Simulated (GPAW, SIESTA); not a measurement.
A SIESTA input for a self-consistent single point of ZnS (P6_3mc, 8 atoms in the cell) (DFT, GGA PBE, numerical atomic orbitals DZP, PseudoDojo PBE standard norm-conserving potentials (rewritten from UPF to PSML)):

```
# files in the folder: Zn.psml S.psml (PseudoDojo PBE standard)
SystemName  ZnS
SystemLabel zns

NumberOfAtoms                8
NumberOfSpecies              2
%block ChemicalSpeciesLabel
  1 30 Zn
  2 16 S
%endblock ChemicalSpeciesLabel
LatticeConstant              3.808188 Ang
%block LatticeVectors
     1.000000000    0.000000000    0.000000000
    -0.500000000    0.866025259    0.000000000
     0.000000000    0.000000000    3.269299993
%endblock LatticeVectors
AtomicCoordinatesFormat      Bohr
%block AtomicCoordinatesAndAtomicSpecies
     3.598219774    2.077428653   17.643825263  1
    -0.000003598    4.154863539    5.880177147  1
     0.000000000    0.000000000   11.763648116  1
     0.000000000    0.000000000    0.000000000  1
     3.598219774    2.077428653   22.062251495  2
    -0.000003598    4.154863539   10.298603380  2
     0.000000000    0.000000000   16.171251792  2
     0.000000000    0.000000000    4.407603676  2
%endblock AtomicCoordinatesAndAtomicSpecies

XC.functional                GGA
XC.authors                   PBE
PAO.BasisSize                DZP
PAO.EnergyShift              0.005 Ry
MeshCutoff                   350 Ry
%block kgrid.MonkhorstPack
    7   0   0  0.0
    0   7   0  0.0
    0   0   2  0.0
%endblock kgrid.MonkhorstPack
OccupationFunction           FD
ElectronicTemperature        10 K

MaxSCFIterations             150
SCF.Mixer.Method             Broyden
SCF.Mixer.Weight             0.1
SCF.Mixer.History            8
SCF.DM.Tolerance             1.0E-04
Diag.ParallelOverK           true
WriteForces                  true
```

### Question
Write the same calculation as an input for GPAW.

### Answer
This is the input that was run; spellings and numerical settings could be chosen otherwise.

```python
from ase import Atoms
from ase.units import GPa
from gpaw import GPAW, PW

atoms = Atoms(['Zn', 'Zn', 'Zn', 'Zn', 'S', 'S', 'S', 'S'],
              cell=[[3.808188, 0.000000, 0.000000],
                    [-1.904094, 3.297987, 0.000000],
                    [0.000000, 0.000000, 12.450109]],
              positions=[[1.904096, 1.099328, 9.336710],
                         [-0.000002, 2.198659, 3.111656],
                         [0.000000, 0.000000, 6.225054],
                         [0.000000, 0.000000, 0.000000],
                         [1.904096, 1.099328, 11.674841],
                         [-0.000002, 2.198659, 5.449786],
                         [0.000000, 0.000000, 8.557458],
                         [0.000000, 0.000000, 2.332403]],
              pbc=True)

calc = GPAW(mode=PW(850),
            xc='PBE',
            kpts={'size': (7, 7, 2), 'gamma': True},
            occupations={'name': 'fixed-uniform'},
            nbands=-4,
            convergence={'bands': -2},
            symmetry={'symmorphic': False, 'tolerance': 0.0005},
            maxiter=150,
            txt='-')

atoms.calc = calc

energy = atoms.get_potential_energy()
print('Energy (eV):', round(energy, 6))
forces = atoms.get_forces()
print('Forces (eV/Ang):')
print(forces.round(5))
stress = atoms.get_stress()
print('Stress (GPa, Voigt):', (stress / GPa).round(4))
```

Basis, cutoffs, solver keys and any potentials are the target program's own. This input uses DFT PBE, plane waves, GPAW PAW datasets PBE (gpaw-data 1.0.1). Both were run: pressure 3.59 GPa in SIESTA and 2.42 in GPAW; largest force 0.019 eV/Å in SIESTA and 0.013 in GPAW; gap on the mesh 2.764 eV in SIESTA and 2.182 in GPAW.

On SIESTA: the starting cell comes from a database of computed structures (which also holds hypothetical and non-ambient phases and stackings), without a prior relaxation at this level. Its lattice was rescaled by a random factor within 2.5 % of one. Values carry the incompleteness of an atom-centred basis. With a pressure of about 4 GPa the cell is away from its equilibrium volume at this level.

On GPAW: the starting cell comes from a database of computed structures (which also holds hypothetical and non-ambient phases and stackings), without a prior relaxation at this level. Its lattice was rescaled by a random factor within 2.5 % of one.
